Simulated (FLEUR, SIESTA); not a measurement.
A SIESTA input for a self-consistent single point of WSi₂ (I4/mmm, 3 atoms in the cell) (DFT, GGA PBE, numerical atomic orbitals TZP, PseudoDojo PBE standard norm-conserving potentials (rewritten from UPF to PSML)):

```
# files in the folder: Si.psml W.psml (PseudoDojo PBE standard)
SystemName  WSi2
SystemLabel siesta

NumberOfAtoms                3
NumberOfSpecies              2
%block ChemicalSpeciesLabel
  1 14 Si
  2 74 W
%endblock ChemicalSpeciesLabel
LatticeConstant              1.0 Ang
%block LatticeVectors
    -1.628754000    1.628754000    3.972942000
     1.628754000   -1.628754000    3.972942000
     1.628754000    1.628754000   -3.972942000
%endblock LatticeVectors
AtomicCoordinatesFormat      Fractional
%block AtomicCoordinatesAndAtomicSpecies
     0.665000000    0.665000000    0.000000000  1
     0.335000000    0.335000000    0.000000000  1
     0.000000000    0.000000000    0.000000000  2
%endblock AtomicCoordinatesAndAtomicSpecies

XC.functional                GGA
XC.authors                   PBE
PAO.BasisSize                TZP
PAO.EnergyShift              0.01 Ry
MeshCutoff                   350 Ry
%block kgrid.MonkhorstPack
   14   0   0  0.0
    0  14   0  0.0
    0   0  14  0.0
%endblock kgrid.MonkhorstPack
OccupationFunction           MP
OccupationMPOrder            0
ElectronicTemperature        50.0 meV

MaxSCFIterations             150
SCF.Mixer.Method             Broyden
SCF.Mixer.Weight             0.1
SCF.Mixer.History            8
SCF.DM.Tolerance             1.0E-05
Diag.ParallelOverK           true
WriteForces                  true
```

### Question
Give the FLEUR input for the same structure, mesh, smearing and functional.

### Answer
This is the input that was run; spellings and numerical settings could be chosen otherwise.

Input of the input generator:

```
WSi2
&input film=f /
-3.0778989844 3.0778989844 7.5077722890
3.0778989844 -3.0778989844 7.5077722890
3.0778989844 3.0778989844 -7.5077722890
1.0
1.0 1.0 1.0

3
14 0.6650000000 0.6650000000 0.0000000000
14 0.3350000000 0.3350000000 0.0000000000
74 0.0000000000 0.0000000000 0.0000000000

&comp jspins=1 /
&kpt div1=14 div2=14 div3=14 gamma=t /
&end /
```

```xml
<?xml version="1.0" encoding="UTF-8" standalone="no"?>
<fleurInput fleurInputVersion="0.39">
   <comment>
      WSi2                                                                                                
   </comment>
   <calculationSetup>
      <cutoffs Kmax="4.3" Gmax="17.2" GmaxXC="17.2" numbands="0"/>
      <scfLoop itmax="80" minDistance="0.00001" maxIterBroyd="40" imix="Anderson" alpha="0.05" precondParam="0.0" spinf="2.0"/>
      <coreElectrons ctail="T" frcor="F" kcrel="0" coretail_lmax="0"/>
      <xcFunctional name="pbe" relativisticCorrections="F"/>
      <magnetism jspins="1"/>
      <soc l_soc="F" theta="0.0" phi="0.0" spav="F"/>
      <expertModes spex="0" secvar="F"/>
      <geometryOptimization l_f="T" forcealpha="1.0" forcemix="BFGS" epsdisp="0.00001" epsforce="0.00001"/>
      <ldaU l_linMix="F" mixParam="0.05" spinf="1.0"/>
   </calculationSetup>
   <cell>
      <bzIntegration valenceElectrons="22.0" mode="gauss" fermiSmearingEnergy="0.00183747">
         <kPointListSelection listName="default-1"/>
         <!-- k-points included here -->
         <xi:include xmlns:xi="http://www.w3.org/2001/XInclude" href="kpts.xml"> </xi:include>
      </bzIntegration>
      <!-- symmetry operations included here -->
      <xi:include xmlns:xi="http://www.w3.org/2001/XInclude" href="sym.xml"> </xi:include>
      <bulkLattice scale="1.0">
         <bravaisMatrix>
            <row-1>   -3.0778989844000000     3.0778989844000000     7.5077722890000000</row-1>
            <row-2>    3.0778989844000000    -3.0778989844000000     7.5077722890000000</row-2>
            <row-3>    3.0778989844000000     3.0778989844000000    -7.5077722890000000</row-3>
         </bravaisMatrix>
      </bulkLattice>
   </cell>
   <atomSpecies>
      <species name="Silicon (Si)" element="Si" atomicNumber="14">
         <mtSphere radius="2.32" gridPoints="801" logIncrement="0.014"/>
         <atomicCutoffs lmax="10" lnonsphr="8"/>
         <electronConfig flipSpins="F">
            <coreConfig>(1s1/2) (2s1/2) (2p1/2) (2p3/2)</coreConfig>
            <valenceConfig>(3s1/2) (3p1/2) (3p3/2)</valenceConfig>
            <stateOccupation state="(3p1/2)" spinUp="0.3333333333333" spinDown="0.3333333333333"/>
            <stateOccupation state="(3p3/2)" spinUp="0.6666666666667" spinDown="0.6666666666667"/>
         </electronConfig>
         <energyParameters s="3" p="3" d="3" f="4"/>
      </species>
      <species name="Tungsten (W)" element="W" atomicNumber="74">
         <mtSphere radius="2.37" gridPoints="817" logIncrement="0.016"/>
         <atomicCutoffs lmax="10" lnonsphr="8"/>
         <electronConfig flipSpins="F">
            <coreConfig>(1s1/2) (2s1/2) (2p1/2) (2p3/2) (3s1/2) (3p1/2) (3p3/2) (4s1/2) (3d3/2) (3d5/2) (4p1/2) (4p3/2) (4d3/2) (4d5/2) (4f5/2) (4f7/2)</coreConfig>
            <valenceConfig>(5s1/2) (5p1/2) (5p3/2) (6s1/2) (5d3/2) (5d5/2)</valenceConfig>
            <stateOccupation state="(5d3/2)" spinUp="0.8" spinDown="0.8"/>
            <stateOccupation state="(5d5/2)" spinUp="1.2" spinDown="1.2"/>
         </electronConfig>
         <energyParameters s="6" p="6" d="5" f="5"/>
         <lo type="SCLO" l="0" n="5" eDeriv="0"/>
         <lo type="SCLO" l="1" n="5" eDeriv="0"/>
      </species>
   </atomSpecies>
   <atomGroups>
      <atomGroup species="Silicon (Si)">
         <relPos label="                   1">-.3350000000 -.3350000000 .0000000000</relPos>
         <relPos label="                   2">.3350000000 .3350000000 .0000000000</relPos>
         <force calculate="T" relaxXYZ="TTT"/>
      </atomGroup>
      <atomGroup species="Tungsten (W)">
         <relPos label="                   3">.0000000000 .0000000000 .0000000000</relPos>
         <force calculate="T" relaxXYZ="TTT"/>
      </atomGroup>
   </atomGroups>
   <output dos="F" band="F" slice="F">
      <checks vchk="F" cdinf="F"/>
      <bandDOS minEnergy="-.5*Htr" maxEnergy="0.5*Htr" sigma="0.015" storeEVData="T"/>
      <vacuumDOS vacdos="F" integ="F" star="F" nstars="0" locx1="0.0" locy1="0.0" locx2="0.0" locy2="0.0" nstm="0" tworkf="0.0"/>
      <unfoldingBand unfoldBand="F" supercellX="1" supercellY="1" supercellZ="1"/>
      <plotting iplot="0" polar="F">
         <plot TwoD="T" vec1="  1.0  0.0  0.0" vec2="  0.0  1.0  0.0" vec3="  0.0  0.0  1.0" zero="  0.0  0.0  0.0" file="plot"/>
      </plotting>
      <chargeDensitySlicing numkpt="0" minEigenval="0.0" maxEigenval="0.0" nnne="0" pallst="F"/>
      <specialOutput eonly="F"/>
      <magneticCircularDichroism mcd="F" energyLo="-10.0" energyUp="0.0"/>
   </output>
  <!-- We include the file relax.xml here to enable relaxations (see documentation) -->
  <xi:include xmlns:xi="http://www.w3.org/2001/XInclude" href="relax.xml"> <xi:fallback/> </xi:include>
</fleurInput>
```

Basis settings and potentials, where a program has them, do not carry over. This input uses DFT, PBE, all-electron FLAPW (FLEUR), scalar-relativistic valence.

The starting cell has typed, rounded lattice constants, without a prior relaxation at this level. Its lattice was rescaled by a random factor within 2.5 % of one.
